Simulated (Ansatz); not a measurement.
**BN in the zinc blende structure (space group F-43m, No. 216)**

Space group F-43m (No. 216); a = b = c = 3.6247 Å, α = β = γ = 90.00°

```json
[
 {"atom": "N", "site": "4c", "symmetry": "-43m", "x": "0.2500", "y": "0.2500", "z": "0.2500"},
 {"atom": "B", "site": "4a", "symmetry": "-43m", "x": "0.0000", "y": "0.0000", "z": "0.0000"}
]
```
(The calculation used a cell of 2 atoms; values per cell refer to that cell.)

Calculations: PBE (Ansatz, a quantum-chemistry and plane-wave program, PAW, scalar-relativistic without spin-orbit coupling). Settings: 16×16×16 k-points, 0.05 eV Fermi–Dirac smearing.

| Property | Result |
|---|---|
| Volume per atom | 5.95 Å³ |
| Density | 3.46 g/cm³ |
| Band gap | 4.46 eV, indirect, Γ → X |
| Electron mass | 0.91 mₑ along k, 0.30 mₑ across |
| Hole mass (degenerate bands, along [100]) | 0.50, 0.53, 0.53 mₑ |
| Lowest conduction-band minima above the VBM | X along ⟨100⟩ 4.46 eV |
| Total energy | -271.138 eV/atom (σ→0; compares only within this code and set-up) |

Effective masses come from finite differences of ±0.01 Å⁻¹. Along k means along the line from Γ to the band edge. Stability against distortions was not tested.
